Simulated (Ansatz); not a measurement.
Structures of equal composition on the (111) surface of fcc Cu: (√3x√3)R30°, one Cu adatom; one added row of Cu in 3. The slabs share one bottom face, and each structure is named by its start. These are constructed structures in small cells; real faces may alloy, dewet or reconstruct in larger ones, and not all known structures of the face are among them. Slabs of about 10 Å, Fermi-Dirac smearing of 0.1 eV. Bottom of the slabs: a bare face, its two planes held. Relaxed from the named starts with such symmetry as they have, on meshes of like density; energies extrapolated to zero smearing; spin only where a row says so; no spin-orbit coupling, no U. Brackets mark spin-polarised runs, whose order is one that fits the cell. The cells differ, so small differences also carry the error of unlike k-meshes.

All values below come from PBE (plane waves to 420 eV, PAW; Ansatz, a quantum-chemistry and plane-wave program).

Problem. Rank these by energy per 1x1 cell (lowest first), as PBE gives it.

Solution. one added row of Cu in 3 (0.00 eV), (√3x√3)R30°, one Cu adatom (0.12 eV)
